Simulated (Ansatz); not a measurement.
The structure below was relaxed with plane-wave PAW DFT at the LDA level (Ansatz, an electronic-structure program, 420 eV), scalar-relativistic without spin-orbit coupling, at pressure 9 GPa.

```
MgS
1.0
    0.00000     2.48877     2.48877
    2.48877     0.00000     2.48877
    2.48877     2.48877     0.00000
Mg S
1 1
Direct
  0.00000   0.00000   0.00000
  0.50000   0.50000   0.50000
```

Task: Find the space group and the Wyckoff positions.

Result: Space group Fm-3m (No. 225); a = b = c = 4.978 Å, α = β = γ = 90.00°

```
atom  site  symmetry       x       y       z
----  ----  --------  ------  ------  ------
Mg      4a      m-3m  0.0000  0.0000  0.0000
S       4b      m-3m  0.5000  0.5000  0.5000
```

Task: Describe the coordination.

Result: The crystal has 8 atoms in its conventional cell. Cell: a = 4.978 Å, b = 4.978 Å, c = 4.978 Å, α = 90.00°, β = 90.00°, γ = 90.00°. Mg is surrounded by 6 S at 2.489 Å (octahedral). S is surrounded by 6 Mg at 2.489 Å (octahedral). (Neighbours: up to the widest gap in distance over summed covalent radii, below 1.35, at either atom; cation-cation and far metal-metal contacts left out.)

Load acts through the strain it causes; cell and atoms are relaxed under it. Whether these cells are dynamically stable was not tested. No other phases were tried under pressure. The cell was made from MgS in the rock salt structure (space group Fm-3m, No. 225) by this change: pressure 9 GPa.
